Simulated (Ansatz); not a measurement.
KTaO3: pressure series

Start from KTaO3 in the cubic perovskite structure (space group Pm-3m, No. 221; a = 4.023 Å).

Cell and atoms are relaxed at each pressure.

All numbers come from Ansatz (a quantum-chemistry and plane-wave program), PBE, PAW, cutoff 420 eV, no SOC, earlier PAW set.

Candidates:
(a) pressure 30 GPa
(b) pressure 60 GPa
(c) pressure −1 GPa
(d) pressure 18 GPa

Base values:

```
Property    Value
--------  -------
Band gap  2.17 eV
```

Task: Order them by band gap, highest first.

Result: (b) pressure 60 GPa (2.59 eV), (a) pressure 30 GPa (2.44 eV), (d) pressure 18 GPa (2.35 eV), (c) pressure −1 GPa (2.16 eV)

With Ta present, leaving out spin-orbit coupling can change the band edges. Load acts through the strain it causes; cell and atoms are relaxed under it. Whether these cells are dynamically stable was not tested. Competing high-pressure phases were not computed.
